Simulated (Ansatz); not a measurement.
Take Si in the diamond structure (space group Fd-3m, No. 227; a = 5.470 Å) as the base.

Level of theory: DFT with PBE, PAW potentials and a 420 eV plane-wave cutoff in Ansatz (a quantum-chemistry and plane-wave program), no SOC, earlier PAW set.

Before the change:

| Property | Result |
|---|---|
| Band gap | 0.61 eV |
| Width of the top valence band | 3.76 eV |

It is then changed as follows: a hydrostatic pressure of 7 GPa.

Problem. How does this affect the band gap?

Solution. The band gap shrinks by 0.13 eV to 0.48 eV.

Problem. What does the calculation give for the width of the top valence band after the change?

Solution. The width of the top valence band goes up by 0.294 eV to 4.06 eV.

Load acts through the strain it causes; cell and atoms are relaxed under it. Stability against distortions was not tested. Tetrahedral semiconductors of this kind turn to denser phases somewhere between about 1 and 50 GPa; those were not computed, so compressed cells here can lie past the real transition.
